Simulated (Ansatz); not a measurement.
# HgS (model structure, started from the h-BN type, P6₃/mmc, No. 194, 4 atoms in the cell): properties by level of theory

| level (code) | lattice constant a (Å) | c axis length (Å) |
|---|---|---|
| PBE (Ansatz) | 4.352 | 6.604 |
| PBEsol (Ansatz) | 4.312 | 6.170 |
| PBE-D3(BJ) (Ansatz) | 4.339 | 6.227 |

Ansatz's density-functional and Hartree–Fock values are scalar-relativistic unless marked +SOC, with PAW data made under PBE.

Static lattice: no zero-point or thermal effects.

A model structure was made by putting elements into a prototype or built by hand; it is no filed structure, need not be a known phase, and can be a saddle point held by its symmetry.

Ansatz is a program for electronic structure.
